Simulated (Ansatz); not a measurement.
**A computed series for InPd: pressure series**

Take InPd in the CsCl type structure (space group Pm-3m, No. 221; a = 3.3052 Å) as the base.

Cell and atoms are relaxed at each pressure.

Method: Ansatz (a first-principles code), PBE, PAW, cutoff 420 eV, spin-orbit coupling left out.

```json
[
 {"pressure (GPa)": "-2", "volume per atom (Å³/atom)": "18.406"},
 {"pressure (GPa)": "-1", "volume per atom (Å³/atom)": "18.224"},
 {"pressure (GPa)": "0", "volume per atom (Å³/atom)": "18.054"},
 {"pressure (GPa)": "0.3", "volume per atom (Å³/atom)": "18.005"},
 {"pressure (GPa)": "0.7", "volume per atom (Å³/atom)": "17.942"},
 {"pressure (GPa)": "1.5", "volume per atom (Å³/atom)": "?"},
 {"pressure (GPa)": "5", "volume per atom (Å³/atom)": "17.340"},
 {"pressure (GPa)": "7.5", "volume per atom (Å³/atom)": "17.047"},
 {"pressure (GPa)": "10", "volume per atom (Å³/atom)": "16.782"}
]
```

Task: Fit the third-order Birch–Murnaghan form P(V) = (3B₀/2)[(V₀/V)^(7/3) − (V₀/V)^(5/3)]·[1 + (3/4)(B₀′ − 4)((V₀/V)^(2/3) − 1)] (squares taken in P) to the rows shown and predict the withheld row.

Result: Least squares on the printed values gives V₀ = 18.054 Å³/atom, B₀ = 110 GPa, B₀′ = 6.1; this predicts 17.819 Å³/atom, and the run gives 17.818 Å³/atom, in agreement.

Load acts through the strain it causes; cell and atoms are relaxed under it. Whether these cells are dynamically stable was not tested. No other phases were tried under pressure. All final runs are without spin polarisation.
